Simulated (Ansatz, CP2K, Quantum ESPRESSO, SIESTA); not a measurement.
One structure in several programs: BaP₂Os₂ (P1, 5 atoms in the cell)

Self-consistent single point, at a second geometry (atoms moved at random). First geometry:

```
Ba(POs)2
1.0
   -2.02953     2.02953     6.16354
    2.02953    -2.02953     6.16354
    2.02953     2.02953    -6.16354
Ba P Os
1 2 2
Direct
  0.00000   0.00000   0.00000
  0.65708   0.65708   0.00000
  0.34292   0.34292   0.00000
  0.25000   0.75000   0.50000
  0.75000   0.25000   0.50000
```

Second geometry:
```yaml
crystal:
  lattice:
    - [-2.02953, 2.02953, 6.16354]
    - [2.02953, -2.02953, 6.16354]
    - [2.02953, 2.02953, -6.16354]
  atoms:
    - { symbol: Ba, position: [0.00541, 0.98819, 0.00229] }
    - { symbol: P, position: [0.65369, 0.64660, 0.98839] }
    - { symbol: P, position: [0.35041, 0.35209, 0.01296] }
    - { symbol: Os, position: [0.24772, 0.75492, 0.50184] }
    - { symbol: Os, position: [0.74277, 0.25821, 0.49453] }
```

Shared settings, as Ansatz (a first-principles code) writes them: kpoints.mp_grid.grid = 7 7 7; scf.occupations.method = fermi_dirac; scf.occupations.width = 0.0037 Ry. Potentials and cutoffs stand in the table.

| code | model | ΔF from the first geometry (meV/atom) | pressure (GPa) | largest force (eV/Å) | cutoff |
|---|---|---|---|---|---|
| SIESTA | GGA PBEsol, numerical atomic orbitals DZP, PseudoDojo PBEsol standard norm-conserving potentials (rewritten from UPF to PSML) | 9.4 | -0.55 | 1.397 | grid 350 Ry |
| CP2K | PBEsol, GPW, DZVP-MOLOPT-SR-GTH basis, GTH-PBE potentials (GTH_POTENTIALS) | 13.9 | -2.25 | 1.328 | grid 500 Ry |
| Quantum ESPRESSO | PBEsol, GBRV 1.5 ultrasoft (PBESOL) pseudopotentials | 13.5 | -3.30 | 1.279 | 40 Ry |
| Ansatz | PBEsol, PAW files made with PBE | 13.3 | -3.46 | 1.277 | default |

Size of the force on each atom (eV/Å): Sizes of forces hide their directions.

| code | Ba1 | P2 | P3 | Os4 | Os5 |
|---|---|---|---|---|---|
| SIESTA | 0.317 | 0.810 | 1.230 | 0.278 | 1.397 |
| CP2K | 0.275 | 0.695 | 0.884 | 0.200 | 1.328 |
| Quantum ESPRESSO | 0.244 | 0.689 | 0.841 | 0.203 | 1.279 |
| Ansatz | 0.235 | 0.682 | 0.844 | 0.202 | 1.277 |

On Ansatz's run: spin-orbit coupling is off. Spin polarisation is off.

The spread over the programs that give each value: ΔF from the first geometry within 4.5 meV/atom; pressure within 2.91 GPa; largest force within 0.120 eV/Å.

SIESTA and CP2K use small atom-centred bases, whose incompleteness enters pressures, forces and empty levels differently from a plane-wave cutoff. Ansatz's pressure is given at a fixed set of plane waves, as the other plane-wave codes print theirs; with its correction for the finite basis it is -3.41 GPa. In the pressure, SIESTA (by 2.83) and CP2K (by 1.12) lie more than 1 GPa from the median of the plane-wave programs. In the force vectors, SIESTA (by 0.731) lies more than 0.08 eV/Å from the median of the plane-wave programs.

The starting cell comes from a database of computed structures (which also holds hypothetical and non-ambient phases and stackings), without a prior relaxation at this level. For this run, on top of that: atoms moved at random.

Keys are those of Ansatz 0.2.
